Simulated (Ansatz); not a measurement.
# MgO under a change: biaxial strain +2.61 %, plane normal [111], relaxed out of plane

The parent structure is MgO in the rock salt structure (space group Fm-3m, No. 225; a = 4.214 Å). Axes: x, y, z lie along the cube axes.

Perturbation: biaxial strain +2.61 %, plane normal [111], relaxed out of plane (Cartesian); in-plane vectors clamped, the third vector and the atoms free.

Calculations: Kohn–Sham DFT with the PBEsol functional, run in Ansatz (a first-principles code) with PAW and 420 eV plane waves, without spin-orbit coupling. k-mesh 13×13×13 (Γ-centred); smearing 0.05 eV (Fermi–Dirac).

| quantity | base | changed | shift |
|---|---|---|---|
| volume per atom | 9.36 Å³ | 9.76 Å³ | +0.40 Å³ |
| energy relative to the base (free energy F) | 0 meV/atom | +15 meV/atom | +15 meV/atom |
| pressure (mean of the normal stresses, compression positive) | 0.00 GPa | -6.09 GPa | -6.084 GPa |
| band gap (an upper bound: an edge found on the path is not a true extremum; the changed cell) | 4.62 eV | 4.04 eV | -0.575 eV |
| out-of-plane strain | – | -0.92 % | – |
| ratio −ε⊥/ε∥ | – | 0.35 | – |
| mean in-plane stress (compression positive) | – | -9.1 GPa | – |

Final structure (turned so that z lies along the plane normal):

```
CELL_PARAMETERS angstrom
      3.05764     0.00000     0.00000
      1.52882     2.64800     0.00000
      1.52882    -0.88267     2.41063
ATOMIC_POSITIONS crystal
  O  0.00000 0.00000 0.00000
  Mg 0.00000 0.50000 0.50000
```

Whether these cells are dynamically stable was not tested.
